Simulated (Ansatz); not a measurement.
The parent structure is Al in the diamond structure (space group Fd-3m, No. 227; a = 5.997 Å; a hypothetical phase, not in the database extracts checked; relaxed with 0.1 eV smearing). Axes: x, y, z lie along the cube axes.

All numbers come from PBEsol (Ansatz, a program for electronic structure; PAW; 420 eV plane waves; no spin-orbit coupling).

Modification: the cell is compressed by 5.78 % along x with no lateral relaxation; the atoms relax in the strained cell.

Task: Predict the stress tensor and what it implies for the stiffness.

Result: Stress of the strained cell less that of the base (GPa, compression positive):
```
    1.3     0.0     0.0
    0.0     3.2     0.0
    0.0     0.0     3.2
```

Then −Δσ_ii/ε with ε = -0.0578 gives secant stiffness values (nonlinear terms included at this strain): C11 ≈ 22 GPa, C12 ≈ 55 GPa and C13 ≈ 55 GPa.

An off-diagonal value above the diagonal one breaks a Born criterion: the base is elastically unstable at this level, or the strain is beyond its stable range.

As a check, the harmonic strain energy −½ V₀ Δσ:ε is 6.3 meV/atom; the computed energy rise is 6.3 meV/atom.

Whether these cells are dynamically stable was not tested.
